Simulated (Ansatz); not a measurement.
Abridged Ansatz (a program for electronic structure) output:

```
Relaxation: its limit of steps is 50 (relax.max_steps)
Pseudopotential: Pt, paw, valence charge 18
Pseudopotential: S, paw, valence charge 6
Crystal: 3 atoms, lattice volume = 49.530 Å³
Basis set: ecut = 420 eV, 975 PW (Γ), exchange–correlation on 50×50×60 points (8 copies of the dense FFT grid, shifted against one another)
Bands: 19, of which v1, the nominal top of the filled ones, is band 15 counted from 1 (14 counted from 0)
Symmetry: 12 space group operations
k-points: 460 of 4693
Functional: x = pbesol(κ = 0.804, μ = 0.12345679012345678), c = pbesol(β = 0.046)
SCF iter   1: F=—  HF=-14156.046570 eV  |F-HF|=—  |Δ(HF+E_count)|=         —  Δρ=5.09e-3  dr2=1.42e-2  ethr=1.77e-3  ⟨swp⟩=5.1  Hψ=42155  notcnv=0
SCF iter   2: F=—  HF=-14156.044313 eV  |F-HF|=—  |Δ(HF+E_count)|=   2.26e-3  Δρ=2.95e-3  dr2=4.88e-3  ethr=4.74e-5  ⟨swp⟩=1.6  Hψ=14119  notcnv=0
SCF 1 converged in 7 iterations: F = -14156.043088 eV  dr2 = 1.71e-8
relax step   1: F+E_penalty+E_count = -14156.04308841 eV  Δ(F+E_penalty+E_count) = +0.000e0 eV  max|allowed force component| = 3.115e-1 eV/Å  Δτ_max = 0.0000 Å  P = -5.904 GPa  Ω = 49.530 Å³  fix = [a, b, gamma]  reactions: a -7.541, b -7.541 GPa  (7 SCF iters, dr2 threshold 1.00e-7 eV, accepted)
[... steps on the carried basis left out ...]
relax step   4: F+E_penalty+E_count = -14156.05226334 eV  Δ(F+E_penalty+E_count) = -4.432e-6 eV  max|allowed force component| = 4.272e-5 eV/Å  Δτ_max = 0.0003 Å  P = -3.690 GPa  Ω = 48.954 Å³  energy of the carried Pulay correction = +1.086e-4 eV  fix = [a, b, gamma]  reactions: a -5.532, b -5.532 GPa  (5 SCF iters, dr2 threshold 1.15e-9 eV, accepted)
Crystal: 3 atoms, lattice volume = 48.954 Å³
SCF iter   1: F=—  HF=-14156.052119 eV  |F-HF|=—  |Δ(HF+E_count)|=         —  Δρ=1.98e-5  dr2=2.86e-8  ethr=8.45e-8  ⟨swp⟩=3.0  Hψ=67448  notcnv=0
SCF iter   2: F=—  HF=-14156.052165 eV  |F-HF|=—  |Δ(HF+E_count)|=   4.62e-5  Δρ=1.00e-5  dr2=6.89e-9  ethr=9.54e-11  ⟨swp⟩=2.0  Hψ=15569  notcnv=0
SCF 5 converged in 6 iterations: F = -14156.052165 eV  dr2 = 7.35e-13
SCF converged after 6 iterations
Free energy (F): -14156.052165 eV
Internal energy: -14156.040625 eV  (E = F + TS)
E sigma→0 (E₀):  -14156.046395 eV
Entropy (-TS):   -0.011540 eV (-3.847 meV/atom)
Fermi energy:    13.250820 eV
  E_disp       = -1.221659  (pairwise vdW)
--- Forces (eV/Å), atoms counted from 1 ---
  atom   1  Pt    -0.00000000     0.00000000     0.00000000
  atom   2  S      0.00000000    -0.00000000     0.00004705
  atom   3  S     -0.00000000     0.00000000    -0.00004705
--- Stress (GPa, compression-positive) ---
       -5.529589      -0.000000       0.000000
       -0.000000      -5.529589       0.000000
        0.000000      -0.000000      -0.008120
  P = ⅓ Tr σ = -3.6891 GPa (-36.891 kbar)
--- Relaxed structure (4 steps of the walk, 4 accepted, 1 SCFs on fresh bases) ---
  cell:  # Å, volume = 48.9537 Å³
    - [3.6307178939045412, -2.8867478584549644e-11, 3.808083631515188e-33]
    - [1.8153589469772706, 3.1442939300816333, 4.171346116477856e-33]
    - [4.550591559800261e-33, 3.128531697362679e-33, 4.288150720929183]
  atoms:
    - { symbol: Pt, position: [3.505662547536629e-35, -6.776488552810726e-35, -1.6472184286297693e-83] }
    - { symbol: S, position: [0.3333333333333333, 0.33333333333333326, 0.26817101505834146] }
    - { symbol: S, position: [0.6666666666666666, 0.6666666666666665, 0.7318289849416583] }
```

Question: What was computed, and what are the main results?

Answer: PtS2, 3 atoms in the cell, with PBEsol-D3(BJ) (Ansatz; PAW; 420 eV plane waves; scalar-relativistic without spin-orbit coupling). The last SCF converged to F = -14156.052165 eV, or -4718.6841 eV per atom, at a pressure of -3.69 GPa. The total energy compares only with runs of the same code, potentials and settings.

The cells carry an imposed strain or load. No phonon test of stability was made. The final runs are not spin-polarised. The cell was made from PtS$_{2}$ in the CdI2 type structure (space group P-3m1, No. 164; layered) by this change: biaxial strain +2.00 %, plane normal [001], relaxed out of plane.

Keys are those of Ansatz 0.2.
